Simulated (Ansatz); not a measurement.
Defect: O vacancy in ferroelectric LiNbO3, charge state +2. The step: a nearby O atom hops onto the vacant site; the atom moves 2.70 Å along (0.02, 0.32, -0.16) of the unit cell; the moving atom starts with neighbours Li at 2.12; Nb at 1.91, Nb at 2.08 Å and ends with Li at 2.06, Li at 2.20; Nb at 1.88, Nb at 2.23 Å. DFT values are from Ansatz (plane-wave PAW, 420 eV unless said) in a cell of 120 host sites, spin-restricted, static, with no finite-size correction. The charge state is imposed; whether it is stable for some Fermi level was not computed. Forms of the defect that were not tried may lie lower. For the PBE band: the check of the saddle point's order was inconclusive.

| Level | Forward barrier (eV) | Cost of the band or of the saddle's single point |
|---|---|---|
| CHGNet universal potential (has no charge state), its own band | 0.63 | - |
| PBE, the Γ point alone, band relaxed | 0.74 | roughly 50 core-minutes |
| PBE, a 2×2×2 k-point mesh shifted by half a step along c, same geometries | 0.74 | very roughly 4 core-minutes |
| r2SCAN at 500 eV, the Γ point alone, same geometries | ___ | very roughly 80 core-seconds |

Task: Some entries are withheld; supply them.

Result: 
- r2SCAN at 500 eV, the Γ point alone, same geometries, Forward barrier (eV): 0.78

Ansatz is a program for electronic structure.
